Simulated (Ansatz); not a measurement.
A user runs Ansatz (a program for electronic structure) on Ag2CoSiTe4 (I-4, 8 atoms in the cell) and asks whether the run is sound. The aim is a self-consistent single point with DFT, PBE, plane waves, default PAW files.

Cell that was meant: a = 7.6620 Å, b = 7.6620 Å, c = 7.6620 Å, α = 131.86°, β = 131.86°, γ = 70.44°.

Part of the input:

Ansatz 0.2 input:
```yaml
    - { symbol: Te, position_ang: [1.60611019, -1.59986074, 7.86161172] }
    - { symbol: Te, position_ang: [1.51861781, 4.72458874, 1.60236672] }
basis:
  ecutwfc: 125.0 eV
kpoints:
  mp_grid: { grid: [3, 3, 3] }
hamiltonian:
```

The program printed (abridged):

```
   [... lines left out ...]
Symmetry: 4 space group operations
Space group: I-4 (ITA 82), of the structure as read, at distance tolerance 6.3e-5 Å
Magnetic group: BNS 82.39 (UNI 699), of the structure as read, at distance tolerance 6.3e-5 Å
k-points: 6 of 27 (time reversal used)
Initial density: superposition of atomic densities (chi_scale 0.1, normalization cell)
Starting moments: Σ|m| = 3 μB on 1 of 8 sites
Initial wavefunctions: pseudopotential atomic-orbital guess
Eigensolver: davidson
Functional: x = pbe(κ = 0.804, μ = 0.2195149727645171), c = pbe(β = 0.06672455060314922)
SCF iter   1: F=—  HF=-48166.677671 eV  |F-HF|=—  |Δ(HF+E_count)|=         —  Δρ=3.76e-1 (↑3.76e-1 ↓2.98e-1)  dr2=8.07e2  dr2_m=7.97e0  M=1.766 μB ∫|m|=2.403 μB  β_m=0.30  ethr=3.10e-3  ⟨swp⟩=6.2  Hψ=3147  notcnv=0  defer=2
Mixer restart at iter 1: flushing history
all-band conjugate gradients solve this SCF's bands
preconditioner: auto → Kerker (q_TF=auto, 2.433 Å⁻¹)
   [... lines left out ...]
SCF iter  14: F=—  HF=-47813.673175 eV  |F-HF|=—  |Δ(HF+E_count)|=   1.23e-6  Δρ=2.31e-6 (↑2.31e-6 ↓2.31e-6)  dr2=1.34e-7  dr2_m=1.52e-10  M=-0.000 μB ∫|m|=0.000 μB  β_m=1.00  ethr=2.24e-9  ⟨swp⟩=2.0  Hψ=1091  notcnv=0  defer=89
SCF iter  15: F=-47813.673175 eV  HF=-47813.673175 eV  |F-HF|=0.00e0  |Δ(HF+E_count)|=   1.33e-7  Δρ=7.98e-7 (↑7.98e-7 ↓7.90e-7)  dr2=2.47e-8  dr2_m=6.71e-12  M=-0.000 μB ∫|m|=0.000 μB  ethr=8.13e-11  ⟨swp⟩=8.9  Hψ=3268  notcnv=0
SCF 1 converged in 15 iterations: F = -47813.673175 eV  dr2 = 2.47e-8
WARN: the starting moments were not kept: the SCF closed with an absolute magnetisation of 1.2e-5 μB, where they sum to 3 μB in size (1 site) …
   [... lines left out ...]
Absolute magnetization: 0.0000 μB (∫|ρ↑−ρ↓|, with the PAW one-centre terms)
Free energy (F): -47813.673175 eV
Fermi energy:    6.284503 eV
   [... lines left out ...]
  atom   8  Te     1.53571874    -1.19461497    -1.01286813
--- Stress (GPa, compression-positive) ---
        2.580752      -0.000000      -0.000000
        0.000000       2.580752      -0.000000
       -0.000000      -0.000000       9.282839
  P = ⅓ Tr σ = 4.8148 GPa (48.148 kbar)
  The stress holds the Pulay correction. Without it, at fixed plane waves, as pw.x and ABINIT print it: P = -1884.0175 GPa
```

Can these results be used? Check the input.

The run is not sound. The fault is a basis or grid far too coarse for these potentials. The error of an incomplete plane-wave basis or grid does not cancel at such settings. To fix it, restore the cutoff that the potentials need and check convergence. The run converged in 15 iterations without an error; against the sound input the free energy goes up by 131 eV/atom, the pressure goes from -1.01 to 4.81 GPa, the largest force goes from 1.556 to 2.193 eV/Å and the size of the net moment goes from 0.35 to 0.00 μB/atom. At a fixed set of plane waves, without the program's Pulay estimate, the pressure is -1884.02 GPa against -1.05 GPa.

The sound input it was made from differs as follows (other fixes are possible):
```diff
-  ecutwfc: 125.0 eV
+  ecutwfc: 420.0 eV
```

With that input, the run converged in 16 iterations: free energy E − TS (on the zero of these files) -48862.1989 eV; Fermi level (on the code's own zero) 7.80 eV; pressure -1.01 GPa; largest force (vector length) 1.556 eV/Å; size of the cell's spin moment 2.81 μB (DFT, PBE, plane waves, default PAW files).

On the sound input: the starting cell was generated: these elements placed on a structure prototype, without a prior relaxation; it need not be a known phase or ordering of this composition. With one magnetic atom in the cell only a parallel order is possible. Forces in this geometry exceed 1 eV/Å. Ansatz's pressure includes its estimate of the finite-basis (Pulay) stress. Without a gap this mesh is coarse (it stands for a supercell whose shortest vector is 19 Å).
